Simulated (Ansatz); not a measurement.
Data:

End structure of a constructed model of the (0001) surface of wurtzite ZnO, Zn-terminated, 2x2 Al adatom at H3 (bottom of the slab: 2 H on 4 bottom sites):

```
CELL_PARAMETERS angstrom
      6.55898     0.00000     0.00000
     -3.27949     5.68024     0.00000
      0.00000     0.00000    30.00000
ATOMIC_POSITIONS crystal
  O  0.33523 0.16477 0.30276
  O  0.83646 0.16351 0.30212
  O  0.33649 0.66354 0.30212
  O  0.83523 0.66477 0.30275
  Zn 0.15659 0.34341 0.32252
  Zn 0.67988 0.32015 0.32450
  Zn 0.17985 0.82012 0.32450
  Zn 0.65661 0.84339 0.32255
  O  0.16667 0.33333 0.39030
  O  0.66667 0.33333 0.39030
  O  0.16667 0.83333 0.39030
  O  0.66667 0.83333 0.39030
  Zn 0.33333 0.16667 0.41164
  Zn 0.83333 0.16667 0.41164
  Zn 0.33333 0.66667 0.41164
  Zn 0.83333 0.66667 0.41164
  O  0.33363 0.16637 0.47826
  O  0.83274 0.16594 0.47858
  O  0.33406 0.66726 0.47858
  O  0.83320 0.66680 0.47846
  Zn 0.16679 0.33321 0.49950
  Zn 0.66663 0.33320 0.49977
  Zn 0.16680 0.83337 0.49977
  Zn 0.66675 0.83325 0.50050
  O  0.16714 0.33286 0.56642
  O  0.66594 0.33295 0.56658
  O  0.16705 0.83406 0.56658
  O  0.66680 0.83320 0.56796
  Zn 0.33329 0.16671 0.58830
  Zn 0.83598 0.17150 0.58803
  Zn 0.32850 0.66402 0.58803
  Zn 0.83584 0.66416 0.58815
  O  0.33332 0.16668 0.65551
  O  0.83510 0.17003 0.65558
  O  0.32997 0.66490 0.65558
  O  0.83508 0.66492 0.65569
  Zn 0.17304 0.32696 0.68146
  Zn 0.65375 0.32669 0.68150
  Zn 0.17331 0.84625 0.68150
  Zn 0.66668 0.83332 0.66631
  H  0.33695 0.16305 0.27036
  H  0.83691 0.66309 0.27035
  Al 0.99977 0.50023 0.73762
```

Set-up: 43 atoms, 13.9 Å thick at the start with caps and adatoms (thin: gaps and levels are the slab's own); mesh 4x4x1; 0.025 eV smearing; dipole correction on; single point; on the structure that PBE left under its start's symmetry; spin-polarised, ending with about 1.1 μB a cell, a value that depends on the mesh; orders that need a larger cell were not tried, no spin-orbit, no U. The slab shows no gap on its mesh. The program's check for a lower electronic state was not made. It is one candidate, not shown to be the stable structure of the face.

Task: Estimate the work function of the top face that r2SCAN, at the PBE geometry and the start's symmetry (Ansatz, a quantum-chemistry and plane-wave program) returns for this input.

Result: 3.97 eV
